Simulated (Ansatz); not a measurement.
# Migration barriers: O vacancy in crystalline InGaZnO4 (ordered Ga and Zn layers), charge state +2

Defect: O vacancy in crystalline InGaZnO4 (ordered Ga and Zn layers), charge state +2. Level of theory: PBE, PAW (plane waves to 420 eV; Ansatz, a program for electronic structure).

Settings: 189 host sites, the relaxed PBE lattice, one k-point at (0.167, 0.250, 0.250), smearing 0.01 eV, spin-restricted, no image-charge correction. Energies are static. The charge state is imposed; whether it is stable for some Fermi level was not computed. Forms of the defect that were not tried may lie lower.

Barriers: single points on a 2×2×2 k-point mesh shifted by half a step along c at the bands' geometries.

```tsv
Route	Start site over the lowest site run (eV)	Hop (Å)	Forward barrier (eV)	Backward barrier (eV)	Neighbours at the start	Neighbours at the saddle	Saddle order	Forward, on the band's own sampling (eV)
one O atom jumps into the vacancy from a nearby O site	1.13	2.39	0.50	1.50	Ga at 1.87; In at 2.22, 2 In at 2.35 Å	Ga at 1.78; In at 2.12 Å	not checked	0.50
```

Paths come from nudged elastic bands with a climbing image.   A further band (one O atom jumps into the vacancy from a nearby O site, 3.16 Å) gave 1.23 eV forward on its own sampling, 1.23 eV above the lowest site run, but a shoulder points to a second hump between its images, so it is not taken as a result.
